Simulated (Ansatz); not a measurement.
A self-consistent single point of CaIr2 (R3m, 6 atoms in the cell) with Ansatz (a quantum-chemistry and plane-wave program)

Level of theory: PBEsol, default PAW files made with PBE (plane waves; Ansatz).

Input as run:

Ansatz 0.2 input:
```yaml
# CaIr2
crystal:
  lattice:
    - [0.000000, 3.790016, 3.790016]
    - [3.790016, 0.000000, 3.790016]
    - [3.790016, 3.790016, 0.000000]
  atoms:
    - { symbol: Ca, position_ang: [1.923873, 1.923873, 1.923873] }
    - { symbol: Ca, position_ang: [0.000000, 0.000000, 0.000000] }
    - { symbol: Ir, position_ang: [4.737520, 4.737520, 4.737520] }
    - { symbol: Ir, position_ang: [4.737520, 2.842512, 2.842512] }
    - { symbol: Ir, position_ang: [2.842512, 2.842512, 4.737520] }
    - { symbol: Ir, position_ang: [2.842512, 4.737520, 2.842512] }
basis:
  ecutwfc: 420.0
kpoints:
  mp_grid: { grid: [5, 5, 5] }
hamiltonian:
  xc: pbesol
  pseudopotentials: { kind: paw }
scf:
  occupations: { method: fermi_dirac, width: 0.1 }
output:
  forces: true
  eigenvalues: true
  stress: true
```

The program printed (abridged):

```
WARN ansatz: RAYON_NUM_THREADS=1 ignored (pool sized by the plan → 1); use --threads N
Pseudopotentials: kind: paw
Pseudopotential: Ca, paw, valence charge 10
Pseudopotential: Ir, paw, valence charge 17
Crystal: 6 atoms, lattice volume = 108.881 Å³
Basis set: ecut = 420 eV, 2109 PW (Γ), exchange–correlation on 72×72×72 points (8 copies of the dense FFT grid, shifted against one another)
Bands: 53, of which v1, the nominal top of the filled ones, is band 44 counted from 1 (43 counted from 0)
Symmetry: 6 space group operations
Space group: R3m (ITA 160), of the structure as read, at distance tolerance 4.8e-5 Å
k-points: 19 of 125 (time reversal used)
PAW frozen core: Ca, regenerated for the run's functional, and the local potential with it
PAW frozen core: Ir, regenerated for the run's functional, and the local potential with it
Initial density: superposition of atomic densities (neutral atoms: chi_scale 0, normalization atom), corrected by the library's trained network
Initial wavefunctions: pseudopotential atomic-orbital guess
Eigensolver: davidson
Functional: x = pbesol(κ = 0.804, μ = 0.12345679012345678), c = pbesol(β = 0.046)
SCF iter   1: F=—  HF=-50786.094841 eV  |F-HF|=—  |Δ(HF+E_count)|=         —  Δρ=7.89e-3  dr2=6.57e-2  ethr=1.77e-3  ⟨swp⟩=8.1  Hψ=3859  notcnv=0  defer=6
all-band conjugate gradients solve this SCF's bands
preconditioner: auto → Kerker (q_TF=auto, 2.633 Å⁻¹)
SCF iter   2: F=—  HF=-50786.084785 eV  |F-HF|=—  |Δ(HF+E_count)|=   1.01e-2  Δρ=4.71e-3  dr2=3.57e-2  ethr=7.46e-5  ⟨swp⟩=1.2  Hψ=1163  notcnv=0  defer=7
SCF iter   3: F=—  HF=-50786.077829 eV  |F-HF|=—  |Δ(HF+E_count)|=   6.96e-3  Δρ=1.59e-3  dr2=2.56e-3  ethr=4.06e-5  ⟨swp⟩=2.0  Hψ=1343  notcnv=0  defer=8
SCF iter   4: F=—  HF=-50786.077237 eV  |F-HF|=—  |Δ(HF+E_count)|=   5.92e-4  Δρ=3.54e-4  dr2=3.18e-4  ethr=2.91e-6  ⟨swp⟩=2.0  Hψ=1364  notcnv=0  defer=8
SCF iter   5: F=—  HF=-50786.077199 eV  |F-HF|=—  |Δ(HF+E_count)|=   3.80e-5  Δρ=1.97e-4  dr2=1.45e-4  ethr=3.61e-7  ⟨swp⟩=1.1  Hψ=994  notcnv=0  defer=8
SCF iter   6: F=—  HF=-50786.077177 eV  |F-HF|=—  |Δ(HF+E_count)|=   2.19e-5  Δρ=9.89e-5  dr2=2.93e-5  ethr=1.65e-7  ⟨swp⟩=1.7  Hψ=1011  notcnv=0  defer=8
SCF iter   7: F=—  HF=-50786.077203 eV  |F-HF|=—  |Δ(HF+E_count)|=   2.58e-5  Δρ=8.80e-6  dr2=1.68e-7  ethr=3.33e-8  ⟨swp⟩=2.0  Hψ=1320  notcnv=0  defer=7
SCF iter   8: F=-50786.077203 eV  HF=-50786.077203 eV  |F-HF|=2.73e-9  |Δ(HF+E_count)|=   3.38e-8  Δρ=1.85e-6  dr2=4.58e-9  ethr=1.14e-10  ⟨swp⟩=7.8  Hψ=3593  notcnv=0
SCF 1 converged in 8 iterations: F = -50786.077203 eV  dr2 = 4.58e-9
SCF converged after 8 iterations
Free energy (F): -50786.077203 eV
Harris-Foulkes:  -50786.077203 eV  (|F-HF|=2.73e-9)
Internal energy: -50785.882878 eV  (E = F + TS)
E sigma→0 (E₀):  -50785.980040 eV
Entropy (-TS):   -0.194324 eV (-32.387 meV/atom)
Fermi energy:    16.470995 eV
--- Per-component energies (eV) ---
  E_band       = -968.329742
  E_kinetic    = 3045.752056
  E_local      = -7705.315706  (includes V_loc(G=0)·N_el)
  E_nonlocal   = 437.753075
  E_hartree    = 2929.870000
  E_xc         = -1335.496431
  E_vxc        = -1536.646967  (∫ρ·V_xc dr)
  E_paw        = -38029.498266  (= ΣΔE_a)
  E_vpaw       = -1069.606794  (= ΣTr[D̂ρ^β])
  E_aug_tail   = 0.000218  (compensation charges beyond the density's cutoff)
  E_ewald      = -10130.246552
  E_core_change = 1.298728  (= ΣΔE_core)
  E_smearing   = -0.194324  (= −TS)
  E_closure    = 0.000000  (closes the sum)
  Σ components = -50786.077203   (vs F -50786.077203, Δ=0.00e0)
--- Forces (eV/Å), atoms counted from 1 ---
  atom   1  Ca    -0.16436457    -0.16436457    -0.16436457
  atom   2  Ca     0.04854699     0.04854699     0.04854699
  atom   3  Ir    -0.00451083    -0.00451083    -0.00451083
  atom   4  Ir     0.06339092     0.02847102     0.02847102
  atom   5  Ir     0.02847102     0.02847102     0.06339092
  atom   6  Ir     0.02847102     0.06339092     0.02847102
  max |Σ_I F_I| component: 4.54e-6 eV/Å
--- Stress (GPa, compression-positive) ---
       -6.164108      -0.041876      -0.041876
       -0.041876      -6.164108      -0.041876
       -0.041876      -0.041876      -6.164108
  P = ⅓ Tr σ = -6.1641 GPa (-61.641 kbar)
  The stress holds the Pulay correction. Without it, at fixed plane waves, as pw.x and ABINIT print it: P = -6.1986 GPa
--- Band table (eV; the first three rows and the last of 19) ---
  k-point 0: bands = ["-75.2698", "-75.2186", "-75.2156", "-75.2156", "-32.8272", "-32.3104", "-32.3094", "-32.3094", "-32.0576", "-32.0576", "-31.8865", "-31.8864", "-31.8864", "-31.7988", "-31.7988", "-31.7947", "-23.0801", "-22.9895", "-4.3481", [...]
  k-point 1: bands = ["-75.2662", "-75.2200", "-75.2178", "-75.2156", "-32.7834", "-32.3148", "-32.2942", "-32.2936", "-32.0468", "-32.0466", "-31.9295", "-31.8944", "-31.8942", "-31.8191", "-31.8155", "-31.7983", "-23.0730", "-22.9961", "-4.3550", [...]
  k-point 2: bands = ["-75.2586", "-75.2273", "-75.2182", "-75.2156", "-32.6977", "-32.3302", "-32.2673", "-32.2671", "-32.0114", "-32.0101", "-32.0056", "-31.9340", "-31.9322", "-31.8453", "-31.8425", "-31.7983", "-23.0580", "-23.0103", "-4.3650", [...]
  k-point 18: bands = ["-75.2525", "-75.2352", "-75.2163", "-75.2156", "-32.6413", "-32.3919", "-32.2443", "-32.2293", "-32.0334", "-32.0114", "-31.9904", "-31.9318", "-31.9297", "-31.8769", "-31.8562", "-31.8098", "-23.0538", "-23.0140", "-4.3881", [...]
```

The run converged in 8 iterations.

The starting cell comes from a database of computed structures (which also holds hypothetical and non-ambient phases and stackings), without a prior relaxation at this level. Its lattice was rescaled by up to half a per cent. One atom was moved a little off its site on purpose. Spin-orbit coupling is off. Spin polarisation is off. With a pressure of about -6 GPa the cell is away from its equilibrium volume at this level. Ansatz's pressure includes its estimate of the finite-basis (Pulay) stress.
